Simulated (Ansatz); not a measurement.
The parent structure is WSi$_{2}$ (space group I4/mmm, No. 139; a = 3.202 Å, c = 7.818 Å; relaxed with 0.1 eV smearing). Axes: x, y, z lie along a, b, c of the conventional cell.

Structures relaxed with PBEsol/PAW in Ansatz (a program for electronic structure), spin-orbit coupling left out.

Base:

Simulated powder pattern, Co Kα, λ = 1.79026 Å (kinematic, ideal powder, no thermal factors, no anomalous dispersion; the 8 strongest lines at most, above 2 %, up to 2θ = 90°):

```csv
2θ (°),I/Imax (%),hkl
26.48,50,(002)
35.16,100,(101)
46.57,57,(110)
52.57,81,(103)
54.37,32,(112)
67.98,20,(200)
74.33,13,(202)
78.90,23,(211)
```

Now apply this change: the cell is stretched by 1.50 % along x with no lateral relaxation; the atoms relax in the strained cell.

After the change:

Simulated powder pattern, Co Kα, λ = 1.79026 Å (kinematic, ideal powder, no thermal factors, no anomalous dispersion; the 8 strongest lines at most, above 2 %, up to 2θ = 90°):

| 2θ (°) | I/Imax (%) | hkl |
|---|---|---|
| 26.48 | 86 | (002) |
| 34.70 | 88 | (101) |
| 35.16 | 85 | (011) |
| 46.21 | 100 | (110) |
| 52.24 | 71 | (103) |
| 52.57 | 69 | (013) |
| 54.04 | 55 | (112) |
| 89.94 | 35 | (213) |

The indices refer to the base's conventional cell; one index is shown for lines that coincide. The space group is now Immm (No. 71).

No phonon test of stability was made. All final runs are without spin polarisation.
